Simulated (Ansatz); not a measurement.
# O interstitial started as a split pair with O in beta Ga2O3

Method: PBE, PAW (plane waves to 420 eV; Ansatz, a first-principles code). The supercell holds 120 host sites (1×3×2 repeats of a cell of 20 atoms), with a 2×2×2 shifted k-point sampling for the final energies. Site at the start: split with O(3). Charged cells carry a point-charge image correction with potential alignment at far atoms. Dielectric constants: PBE linear response of the host. Host gap at this level: 2.01 eV. A cell of this size leaves errors of a few tenths of an eV. The semilocal functional narrows the gap, so deep levels can fall outside it. Spin–orbit coupling is left out. Each state is the lowest found from its start.

Formation energies E_f are given with the Fermi level at the valence-band maximum. Chemical conditions: Ga-rich (Δμ(O) = -3.04 eV; only phases computed here count, gases as isolated molecules at 0 K); O-rich (Δμ(O) = 0.00 eV; only phases computed here count, gases as isolated molecules at 0 K). Reference phases: O: O2 molecule in a box.

The name describes the start; the neighbours show where the atoms ended.

Charges with a result: +1, 0, −1, −2. Others weren't obtained, and one of them could lie lower, also by skipping a charge.

```tsv
charge	moment (μB)	point group	largest move off a lattice site (Å)	neighbours of the last O atom of the defect at the end (Å)	image correction with alignment (eV)	E_f, Ga-rich (eV)	E_f, O-rich (eV)	above the lowest spin state (eV)
+1	1.0	Cs	0.62	O 1.35, Ga 2.11, Ga 2.11, O 2.49, O 2.50, O 2.50, Ga 2.51	0.20	5.20	2.16	0.00
0	0.0	Cs	0.40	O 1.43, Ga 1.96, Ga 1.96, O 2.40, Ga 2.48, O 2.52, O 2.52	0.00	5.44	2.40	0.00
0	not spin-polarised	Cs	0.40	O 1.43, Ga 1.96, Ga 1.96, O 2.40, Ga 2.48, O 2.52, O 2.52	0.00	5.44	2.40	0.00
−1*	quenched	Cs	0.41	O 1.43, Ga 1.96, Ga 1.97, O 2.40, Ga 2.48, O 2.52, O 2.52	–	–	–	0.00
−2*	not spin-polarised	Cs	0.41	O 1.43, Ga 1.97, Ga 1.97, O 2.41, Ga 2.48, O 2.52, O 2.52	–	–	–	0.00
```

* At this level the carrier isn't localised at the defect: at charge −1 electrons occupy the conduction band; at charge −2 electrons occupy the conduction band. Such a state is shallow or no state of the defect, and this cell gives it no level.

Point groups are those of the whole cell at tolerances of 0.03 and 0.1 Å ("near" where only the looser one holds); none is given for unsettled states.

Starting moments that weren't kept: charge 0 began with 2 μB and ended with 0.0; charge −1 began with 1 μB and ended with 0.0.

Not the lowest form: the same atoms on another site or from another start ended lower, by 0.28 eV at charge +1; by 0.18 eV at charge 0. The levels below are those of this configuration alone.

Transition levels above the valence-band maximum: ε(+1/0) = 0.24 eV.

Flagged in the runs: a doubtful potential alignment, a host whose relaxation on this sampling wasn't shown to rest.
